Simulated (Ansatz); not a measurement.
What biaxial strain +0.83 %, plane normal [111], relaxed out of plane does to BeTe

The parent structure is BeTe in the zinc blende structure (space group F-43m, No. 216; a = 5.604 Å). Axes: x, y, z lie along the cube axes.

One thing is altered: biaxial strain +0.83 %, plane normal [111], relaxed out of plane (Cartesian); in-plane vectors clamped, the third vector and the atoms free.

Level of theory: Ansatz (a program for electronic structure) PBEsol, no spin-orbit coupling. k-mesh 10×10×10 (Γ-centred); smearing 0.05 eV (Fermi–Dirac).

The volume per atom goes up by 0.29 Å³ (22.00 Å³ → 22.29 Å³) and the space group goes from F-43m (No. 216) to R3m (No. 160). The shortest interatomic distance hardly moves (4.586 bohr against 4.588 bohr) and the energy grows by 1.3 meV/atom. The pressure (mean of the normal stresses, compression positive) drops by 0.77 GPa to -0.76 GPa and the band gap shrinks by 0.032 eV to 1.80 eV. The gap character is indirect, Γ → F and the valence-band top at Γ (three highest levels, from the VBM) becomes 0.00, -0.09, -0.09 eV (base: 0.00, 0.00, 0.00 eV). The valley order (the lowest conduction-band minima on the path, energy above the VBM, named in the base's zone) goes from X along ⟨100⟩ 1.84 eV; L along ⟨111⟩ 3.08 eV to X along [001] 1.80 eV; L along [111] 2.89 eV; L along [1-1-1] 3.02 eV and the out-of-plane strain comes out as -0.34 %. The ratio −ε⊥/ε∥ comes out as 0.41.

With Te present, leaving out spin-orbit coupling can change the band edges. Stability against distortions was not tested. Labels are those of the standard path for the cell's own space group.
